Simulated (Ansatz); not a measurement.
Ansatz (a first-principles code) run on Al (Fm-3m, 1 atom in the cell): self-consistent single point

Level of theory: PBE (plane waves, PAW; Ansatz).

Input:

Ansatz 0.2 input:
```yaml
crystal:
  lattice:
    - [0.00000000, 2.00272500, 2.00272500]
    - [2.00272500, 0.00000000, 2.00272500]
    - [2.00272500, 2.00272500, 0.00000000]
  atoms:
    - { symbol: Al, position: [0.00000000, 0.00000000, 0.00000000] }
kpoints:
  mp_grid: { grid: [14, 14, 14] }
hamiltonian:
  xc: pbe
  pseudopotentials: { kind: paw }
scf:
  occupations: { method: fermi_dirac, width: 0.1 }
output:
  forces: true
  eigenvalues: true
  stress: true
```

Log, with long lists cut:

```
WARN basis.ecutwfc = 420 eV, the default
WARN ansatz: RAYON_NUM_THREADS=1 ignored (pool sized by the plan → 1); use --threads N
Pseudopotentials: kind: paw
Pseudopotential: Al, paw, valence charge 3
Crystal: 1 atoms, lattice volume = 16.065 Å³
Basis set: ecut = 420 eV, 331 PW (Γ), exchange–correlation on 40×40×40 points (8 copies of the dense FFT grid, shifted against one another)
Bands: 6, of which v1, the nominal top of the filled ones, is band 2 counted from 1 (1 counted from 0)
Symmetry: 48 space group operations
Space group: Fm-3m (ITA 225), of the structure as read, at distance tolerance 2.5e-5 Å
k-points: 104 of 2744
Initial density: superposition of atomic densities (neutral atoms: chi_scale 0, normalization atom), corrected by the library's trained network
Initial wavefunctions: pseudopotential atomic-orbital guess
Eigensolver: davidson
Functional: x = pbe(κ = 0.804, μ = 0.2195149727645171), c = pbe(β = 0.06672455060314922)
SCF iter   1: F=—  HF=-537.500286 eV  |F-HF|=—  |Δ(HF+E_count)|=         —  Δρ=5.11e-4  dr2=1.30e-5  ethr=1.77e-3  ⟨swp⟩=4.8  Hψ=5290  notcnv=0
all-band conjugate gradients solve this SCF's bands
preconditioner: auto → none
SCF iter   2: F=—  HF=-537.500329 eV  |F-HF|=—  |Δ(HF+E_count)|=   4.28e-5  Δρ=2.68e-4  dr2=4.06e-6  ethr=4.32e-7  ⟨swp⟩=2.0  Hψ=1592  notcnv=0
iter 3 did not close the SCF: its close was put off for the readings that it lacked (scf_convergence_deferred on its scf_iter line)
SCF iter   3: F=-537.500340 eV  HF=-537.500340 eV  |F-HF|=9.75e-9  |Δ(HF+E_count)|=   1.18e-5  Δρ=1.80e-5  dr2=5.50e-8  ethr=1.35e-7  ⟨swp⟩=1.9  Hψ=735  notcnv=0
iter 4 did not close the SCF: its close was put off for the readings that it lacked (scf_convergence_deferred on its scf_iter line)
SCF iter   4: F=-537.500340 eV  HF=-537.500340 eV  |F-HF|=1.36e-9  |Δ(HF+E_count)|=   7.77e-9  Δρ=6.42e-6  dr2=6.77e-9  ethr=1.83e-9  ⟨swp⟩=1.0  Hψ=594  notcnv=0
iter 5 did not close the SCF: its close was put off for the readings that it lacked (scf_convergence_deferred on its scf_iter line)
SCF iter   5: F=-537.500340 eV  HF=-537.500340 eV  |F-HF|=5.60e-11  |Δ(HF+E_count)|=   1.26e-9  Δρ=1.03e-6  dr2=1.95e-10  ethr=2.26e-10  ⟨swp⟩=1.0  Hψ=594  notcnv=0
SCF iter   6: F=-537.500340 eV  HF=-537.500340 eV  |F-HF|=2.05e-12  |Δ(HF+E_count)|=  4.72e-11  Δρ=1.93e-7  dr2=6.83e-12  ethr=6.50e-12  ⟨swp⟩=1.7  Hψ=1937  notcnv=0
SCF 1 converged in 6 iterations: F = -537.500340 eV  dr2 = 6.83e-12
SCF converged after 6 iterations
Free energy (F): -537.500340 eV
Harris-Foulkes:  -537.500340 eV  (|F-HF|=2.05e-12)
Internal energy: -537.485163 eV  (E = F + TS)
E sigma→0 (E₀):  -537.492752 eV
Entropy (-TS):   -0.015178 eV (-15.178 meV/atom)
Fermi energy:    8.205973 eV
--- Per-component energies (eV) ---
  E_band       = 11.200301
  E_kinetic    = 23.195562
  E_local      = 10.324490  (includes V_loc(G=0)·N_el)
  E_nonlocal   = 10.342801
  E_hartree    = 0.109172
  E_xc         = -39.905278
  E_vxc        = -29.185044  (∫ρ·V_xc dr)
  E_paw        = -467.380029  (= ΣΔE_a)
  E_vpaw       = -3.695851  (= ΣTr[D̂ρ^β])
  E_aug_tail   = -0.000002  (compensation charges beyond the density's cutoff)
  E_ewald      = -74.171878
  E_smearing   = -0.015178  (= −TS)
  E_closure    = 0.000000  (closes the sum)
  Σ components = -537.500340   (vs F -537.500340, Δ=0.00e0)
--- Forces (eV/Å), atoms counted from 1 ---
  atom   1  Al     0.00000000     0.00000000     0.00000000
  max |Σ_I F_I| component: 1.85e-32 eV/Å
--- Stress (GPa, compression-positive) ---
        2.052829      -0.000000       0.000000
       -0.000000       2.052829       0.000000
        0.000000       0.000000       2.052829
  P = ⅓ Tr σ = 2.0528 GPa (20.528 kbar)
  The stress holds the Pulay correction. Without it, at fixed plane waves, as pw.x and ABINIT print it: P = 1.9749 GPa
--- Band table (eV; the first three rows and the last of 104) ---
  k-point 0: bands = ["-3.0878", "20.8924", "20.8924", "20.8924", "22.6935", "22.6935"]
  k-point 1: bands = ["-2.9467", "18.8159", "20.4926", "20.4926", "23.2639", "23.3110"]
  k-point 2: bands = ["-2.5244", "15.9128", "19.8928", "19.8928", "23.1491", "24.4199"]
  k-point 103: bands = ["6.7864", "7.9910", "8.1052", "9.8004", "22.4827", "24.0834"]
```

The run converged in 6 iterations.

The starting cell has typed, rounded lattice constants, without a prior relaxation at this level. Its lattice was rescaled by a random factor within 2.5 % of one. Ansatz's pressure includes its estimate of the finite-basis (Pulay) stress.
